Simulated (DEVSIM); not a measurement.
System: abrupt Si n-p junction, at 400 K.

| layer (left to right) | material | thickness (μm) | Nd (cm⁻³) | Na (cm⁻³) | τn (s) | τp (s) |
|---|---|---|---|---|---|---|
| 1 | Si | 8.60 | 1.7e17 | - | 0.00043 | 0.00043 |
| 2 | Si | 5.70 | - | 4e15 | 0.00043 | 0.00043 |

Left contact: ohmic. Right contact: ohmic. Voltage is applied to the left contact. Recombination: SRH at mid-gap, radiative, Auger. Mobility is constant in doping.

The device is made up for the run: typed textbook-type constants, with dimensions and the other settings drawn at random. Values at 300 K; Nc and Nv go as T^1.5, mobilities as T to minus their exponent, the gap by Varshni's rule with the affinity fixed.

| parameter | Si |
|---|---|
| gap (eV) | 1.124 |
| affinity (eV) | 4.05 |
| permittivity | 11.7 |
| Nc (cm⁻³) | 2.86e19 |
| Nv (cm⁻³) | 3.1e19 |
| μn (cm²/Vs) | 1417 |
| μp (cm²/Vs) | 470 |
| T exponent of μn | 2.3 |
| T exponent of μp | 2.2 |
| B (cm³/s) | 4.7e-15 |
| Cn (cm⁶/s) | 2.8e-31 |
| Cp (cm⁶/s) | 9.9e-32 |
| Varshni α (eV/K) | 0.000473 |
| Varshni β (K) | 636 |

DEVSIM, 1D drift-diffusion, Boltzmann statistics, complete ionisation; no tunnelling, impact ionisation, image-force lowering or self-heating.

Tabulate band edges, carrier densities and field at zero bias.

Energies count from the Fermi level of the right contact; mesh points crowd at the junctions.

```
x (μm)   Ec (eV)  Ev (eV)  n (cm⁻³)  p (cm⁻³)  field (V/cm)
-------  -------  -------  --------  --------  ------------
0.000      0.192   -0.905    1.7e17     1.9e8           ≈ 0
0.03247    0.192   -0.905    1.7e17     1.9e8           ≈ 0
0.1141     0.192   -0.905    1.7e17     1.9e8           ≈ 0
0.3001     0.192   -0.905    1.7e17     1.9e8           ≈ 0
1.028      0.192   -0.905    1.7e17     1.9e8           ≈ 0
2.546      0.192   -0.905    1.7e17     1.9e8           ≈ 0
5.499      0.192   -0.905    1.7e17     1.9e8           ≈ 0
7.661      0.192   -0.905    1.7e17     1.9e8           ≈ 0
8.213      0.192   -0.905    1.7e17     1.9e8           ≈ 0
8.456      0.192   -0.905    1.7e17     1.9e8           ≈ 0
8.552      0.192   -0.904    1.7e17     1.9e8           820
8.602      0.246   -0.851    3.5e16     9.1e8         31000
8.637      0.337   -0.760    2.5e15    1.3e10         23000
8.725      0.510   -0.586    1.6e13    2.0e12         17000
9.040      0.761   -0.336    1.1e10    2.8e15          1500
9.708      0.773   -0.324     8.1e9    4.0e15           ≈ 0
11.22      0.773   -0.324     8.1e9    4.0e15           ≈ 0
12.99      0.773   -0.324     8.1e9    4.0e15           ≈ 0
13.89      0.773   -0.324     8.1e9    4.0e15           ≈ 0
14.15      0.773   -0.324     8.1e9    4.0e15           ≈ 0
14.25      0.773   -0.324     8.1e9    4.0e15           ≈ 0
14.30      0.773   -0.324     8.1e9    4.0e15           ≈ 0
```
